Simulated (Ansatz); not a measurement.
Take HgTe in the zinc blende structure (space group F-43m, No. 216; a = 6.435 Å) as the base. Axes: x, y, z lie along the cube axes.

Calculations: LDA (Ansatz, a quantum-chemistry and plane-wave program), scalar-relativistic without spin-orbit coupling.

Strains are applied to the cell and any free atomic positions relax.

One change was made to it. Results:

The pressure (mean of the normal stresses, compression positive) goes from zero to -1.1 GPa; the energy increases by 3.7 meV/atom; the band gap is still zero.

Q: What was done to the base?
A) uniaxial strain ε_zz = −0.50 %
B) uniaxial strain ε_zz = +2.50 %
C) uniaxial strain ε_zz = −1.00 %
D) uniaxial strain ε_zz = −1.50 %
E) uniaxial strain ε_zz = +2.00 %

A: B, uniaxial strain ε_zz = +2.50 %. For comparison, the energy relative to the base in the other runs: uniaxial strain ε_zz = +2.00 % gives +2.4 meV/atom; uniaxial strain ε_zz = −0.50 % gives +0.2 meV/atom; uniaxial strain ε_zz = −1.50 % gives +1.4 meV/atom; uniaxial strain ε_zz = −1.00 % gives +0.6 meV/atom.

A case with no gap was solved on a k-mesh chosen for an insulator, which is coarse for it. With Hg and Te present, leaving out spin-orbit coupling can change the band edges. Whether these cells are dynamically stable was not tested. The final runs are not spin-polarised. Gaps under 0.05 eV, about the width of the smearing, are given as zero. The zero or small gap of HgTe can change with the level of theory.
